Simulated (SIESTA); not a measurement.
Sensitivity of a calculation on TiH2 (I4/mmm, 3 atoms in the cell) to its settings

```yaml
crystal:
  lattice:
    - [-1.59650, 1.59650, 2.13350]
    - [1.59650, -1.59650, 2.13350]
    - [1.59650, 1.59650, -2.13350]
  atoms:
    - { symbol: H, position: [0.75000, 0.25000, 0.50000] }
    - { symbol: H, position: [0.25000, 0.75000, 0.50000] }
    - { symbol: Ti, position: [0.00000, 0.00000, 0.00000] }
```

Base run A: SIESTA 5.4.2 with LDA PW92, numerical atomic orbitals TZP, PseudoDojo LDA standard norm-conserving potentials (rewritten from UPF to PSML), self-consistent single point.

Its settings: XC.functional = LDA; XC.authors = PW92; potentials = PseudoDojo LDA standard; PAO.BasisSize = TZP; PAO.EnergyShift = 0.01 Ry; MeshCutoff = 400 Ry; kgrid.MonkhorstPack = 12 12 12 shifted by 0.5 0.5 0.5; OccupationFunction = FD; ElectronicTemperature = 50 meV; MaxSCFIterations = 150; SCF.Mixer.Method = Broyden; SCF.Mixer.Weight = 0.1; SCF.Mixer.History = 6; SCF.DM.Tolerance = 1.0E-04.

The starting cell comes from a database of published, mostly measured structures (it also holds non-ambient and calculated ones), without a prior relaxation at this level. Spin polarisation is off. Values carry the incompleteness of an atom-centred basis. In the base run, with a pressure of about -10 GPa the cell is away from its equilibrium volume at this level.

ΔF is the free energy per atom less that of run A. 

| run | change | ΔF (meV/atom) | pressure (GPa) | k-points | valence electrons |
|---|---|---|---|---|---|
| A | base | 0.00 | -10.35 | 864 | 14 |
| B | non-collinear run, moments along x (0 0 1 μB); Spin: default → non-colinear; DM.InitSpin: default → [1 0.00 90.00 0.00, 2 0.00 90.00 0.00, 3 1.00 90.00 0.00] | 0.00 | -10.36 | 1728 | 14 |
| C | MeshCutoff: 400 Ry → 600 Ry | 0.01 | -10.34 | 864 | 14 |
| D | 1 x 1 x 2 supercell, mesh divided to match; kgrid.MonkhorstPack: 12 12 12 shifted by 0.5 0.5 0.5 → 12 12 6 shifted by 0.5 0.5 0.5 | 0.00 | -10.35 | 432 | 28 |
| E | kgrid.MonkhorstPack: 12 12 12 shifted by 0.5 0.5 0.5 → 7 7 7 shifted by 0.5 0.5 0.5 | -0.27 | -10.34 | 196 | 14 |
| F | OccupationFunction: FD → MP; ElectronicTemperature: 50 meV → 300 meV; OccupationMPOrder: default → 0 | -9.0 | -10.10 | 864 | 14 |
| G | MaxSCFIterations: 150 → 300; SCF.Mixer.Weight: 0.1 → 0.05 | 0.00 | -10.35 | 864 | 14 |
| H | MaxSCFIterations: 150 → 300; SCF.Mixer.History: 6 → 15 | 0.00 | -10.35 | 864 | 14 |
| I | PAO.EnergyShift: 0.01 Ry → 0.005 Ry | -89.6 | -9.85 | 864 | 14 |

Run F against A: The free energy goes down by 9.0 meV/atom and the pressure goes from -10.35 to -10.10 GPa.

Run I against A: The free energy falls by 89.6 meV/atom and the pressure goes from -10.35 to -9.85 GPa.

Run C against A: The free energy stays essentially unchanged (within 1 meV/atom) and the pressure hardly changes (-10.35 to -10.34 GPa).
